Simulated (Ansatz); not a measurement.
# Quick settings and what they miss: GePt₂ (P-62m, 9 atoms in the cell)

Self-consistent single point.

```
GePt2
1.0
    6.81952     0.00000     0.00000
   -3.40976     5.90588     0.00000
    0.00000     0.00000     3.58062
Ge Pt
3 6
Direct
  0.66667   0.33333   0.00000
  0.33333   0.66667   0.00000
  0.00000   0.00000   0.50000
  0.62181   0.00000   0.50000
  0.37820   0.37820   0.50000
  0.00000   0.62181   0.50000
  0.00000   0.28308   0.00000
  0.28308   0.00000   0.00000
  0.71693   0.71693   0.00000
```

Level of theory: PBEsol, PAW files made with PBE (plane waves; Ansatz, a program for electronic structure).

Base settings: basis.ecutwfc = 420 eV; kpoints.mp_grid.grid = 6 6 10; hamiltonian.xc = pbesol; hamiltonian.pseudopotentials = {kind: paw} (the program's default PAW files); scf.occupations.method = cold; scf.occupations.width = 0.1 eV.

Tight run (finer mesh or higher cutoff; not a proven limit): basis.ecutwfc: 420 eV → 590 eV; kpoints.mp_grid.grid: 6 6 10 → 9 9 14; scf.convergence.dr2_threshold: default (1e-07 eV) → 1e-09 eV. It gave Fermi level (on the code's own zero) 18.76 eV; pressure -9.74 GPa; largest force (vector length) 0.098 eV/Å.

Quick runs, as changes from the base:
- A: the base itself
- B: basis.ecutwfc: 420 eV → 210 eV; kpoints.mp_grid.grid: 6 6 10 → 4 4 4; scf.occupations.method: cold → fermi_dirac; scf.occupations.width: 0.1 eV → 0.272 eV
- C: basis.ecutwfc: 420 eV → 335 eV; kpoints.mp_grid.grid: 6 6 10 → 6 6 6; scf.occupations.width: 0.1 eV → 0.5 eV; scf.convergence.dr2_threshold: default (1e-07 eV) → 0.0001 eV

Energies are extrapolated to zero smearing width, which holds to low order in the width alone.

The count of work is k-points × plane waves × bands × iterations; it is no time. 

Pressures in the table are Ansatz's without its Pulay estimate, at a fixed set of plane waves; the tight run's value above holds the estimate.

The starting cell comes from a database of computed structures (which also holds hypothetical and non-ambient phases and stackings), without a prior relaxation at this level. Its lattice was rescaled by a random factor within 2.5 % of one. Spin polarisation is off. In the base run, with a pressure of about -10 GPa the cell is away from its equilibrium volume at this level.

```
run  energy less tight (meV/atom)  pressure less tight (GPa)  largest miss in a force vector (eV/Å)  count of work / tight
---  ----------------------------  -------------------------  -------------------------------------  ---------------------
A                             1.0                      -0.04                                  0.014                   0.22
B                          5397.5                    -275.63                                  0.704                  0.020
C                            12.3                      -2.22                                  0.038                  0.073
```

Among the runs at the tight run's level, the energy misses run from 1.0 to 5397.5 meV/atom.

Left out of this page: 3 runs of the series unsound by tests on forces, stress, charge or solver warnings.

Keys are those of Ansatz 0.2.
